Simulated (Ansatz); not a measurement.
Band structure of InAs (F-43m, 2 atoms in the cell).

```
InAs
1.0
    0.00000     3.03000     3.03000
    3.03000     0.00000     3.03000
    3.03000     3.03000     0.00000
In As
1 1
Direct
  0.00000   0.00000   0.00000
  0.25000   0.25000   0.25000
```

Level of theory: PBE (plane waves, PAW; Ansatz, a quantum-chemistry and plane-wave program).

Settings: kpoints.mp_grid.grid = 9 9 9; hamiltonian.xc = pbe; hamiltonian.pseudopotentials = {kind: paw} (the program's default PAW files); scf.occupations.method = fermi_dirac; scf.occupations.width = 0.0037 Ry; kpoints.band_path.npoints = 8.

The starting cell has typed, rounded lattice constants, without a prior relaxation at this level. The run gives no clean gap (levels at the Fermi energy touch, overlap or are partly filled at this smearing), which alone does not show that the compound is a metal.

Levels in eV from the Fermi level, bands 11 to 17:
```
point      11     12     13     14     15    16    17
-----  ------  -----  -----  -----  -----  ----  ----
Γ      -11.88  -0.29  -0.06  -0.06  -0.06  3.85  3.85
X       -9.90  -5.86  -2.36  -2.36   1.50  2.01  9.08
W       -9.85  -5.72  -2.98  -2.90   4.13  4.23  4.93
K       -9.92  -5.73  -3.30  -1.99   2.06  4.20  7.23
L      -10.44  -5.78  -1.04  -1.04   0.89  4.62  4.62
U       -9.92  -5.73  -3.30  -1.99   2.06  4.20  7.23
```

Bands cross the Fermi level along this path, so the cell is metallic at this level.

Keys are those of Ansatz 0.2.
